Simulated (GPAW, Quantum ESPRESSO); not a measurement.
A Quantum ESPRESSO input for a self-consistent single point of Ti3Al (P6_3/mmc, 8 atoms in the cell) (DFT, PBE, plane waves, SSSP 1.1.2 efficiency (PBE) pseudopotentials):

```fortran
&control
  calculation = 'scf',
  prefix = 'run',
  outdir = './tmp/',
  pseudo_dir = './',
  tprnfor = .true.,
  tstress = .true.,
/
&system
  ibrav = 0,
  nat = 8,
  ntyp = 2,
  ecutwfc = 50,
  ecutrho = 400,
  occupations = 'smearing',
  smearing = 'fermi-dirac',
  degauss = 0.0073499,
/
&electrons
  conv_thr = 1.0d-9,
/
ATOMIC_SPECIES
Ti    47.8670  ti_pbe_v1.4.uspp.F.UPF
Al    26.9815  Al.pbe-n-kjpaw_psl.1.0.0.UPF
ATOMIC_POSITIONS alat
Ti    0.500000000    0.571403561    0.201408815
Ti    0.000000000    0.294621842    0.604226446
Ti   -0.244850000    0.718714483    0.604226446
Ti    0.744850000    0.147310921    0.201408815
Ti    0.255150000    0.147310921    0.201408815
Ti    0.244850000    0.718714483    0.604226446
Al    0.000000000    0.577350269    0.201408815
Al    0.500000000    0.288675135    0.604226446
K_POINTS automatic
5 5 5  0 0 0
CELL_PARAMETERS angstrom
   5.625273892     0.000000000     0.000000000
  -2.812636946     4.871630094     0.000000000
   0.000000000     0.000000000     4.531919000
```

Translate this input to GPAW.

One input that does it (others would too):

```python
from ase import Atoms
from ase.units import GPa
from gpaw import GPAW

atoms = Atoms(['Ti', 'Ti', 'Ti', 'Ti', 'Ti', 'Ti', 'Al', 'Al'],
              cell=[[5.625274, 0.000000, 0.000000],
                    [-2.812637, 4.871630, 0.000000],
                    [0.000000, 0.000000, 4.531919]],
              scaled_positions=[[0.829900, 0.659800, 0.250000],
                                [0.170100, 0.340200, 0.750000],
                                [0.170100, 0.829900, 0.750000],
                                [0.829900, 0.170100, 0.250000],
                                [0.340200, 0.170100, 0.250000],
                                [0.659800, 0.829900, 0.750000],
                                [0.333333, 0.666667, 0.250000],
                                [0.666667, 0.333333, 0.750000]],
              pbc=True)

calc = GPAW(mode={'name': 'pw', 'ecut': 800},
            xc='PBE',
            kpts=(5, 5, 5),
            occupations={'name': 'fermi-dirac', 'width': 0.1},
            nbands=-12,
            convergence={'density': 1e-05},
            symmetry={'symmorphic': False, 'tolerance': 0.0005},
            maxiter=150,
            txt='-')

atoms.calc = calc

energy = atoms.get_potential_energy()
print('Energy (eV):', round(energy, 6))
forces = atoms.get_forces()
print('Forces (eV/Ang):')
print(forces.round(5))
stress = atoms.get_stress()
print('Stress (GPa, Voigt):', (stress / GPa).round(4))
```

Basis settings and potentials, where a program has them, do not carry over. This input uses DFT PBE, plane waves, GPAW PAW datasets PBE (gpaw-data 1.0.1).

The starting cell comes from a database of computed structures (which also holds hypothetical and non-ambient phases and stackings), without a prior relaxation at this level. Its lattice was rescaled by a random factor within 2.5 % of one.
